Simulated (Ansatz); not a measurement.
Consider Al$_{2}$Au (space group Fm-3m, No. 225; relaxed with 0.1 eV smearing).

```yaml
crystal:
  lattice:
    - [0.00000, 3.00158, 3.00158]
    - [3.00158, 0.00000, 3.00158]
    - [3.00158, 3.00158, 0.00000]
  atoms:
    - { symbol: Al, position: [0.25000, 0.25000, 0.25000] }
    - { symbol: Al, position: [0.75000, 0.75000, 0.75000] }
    - { symbol: Au, position: [0.00000, 0.00000, 0.00000] }
```

Calculations: PBEsol (Ansatz, a quantum-chemistry and plane-wave program; PAW; 420 eV plane waves; no spin-orbit coupling).

For the base:

The pressure is 0.0 GPa.

Perturbation: an isotropic linear strain of −2.50 %, atoms relaxed at fixed cell.

Q: Estimate the effect on the energy relative to the base and pressure.

A: The energy rises by 40 meV/atom; the pressure goes from zero to 10.4 GPa.

Whether these cells are dynamically stable was not tested.
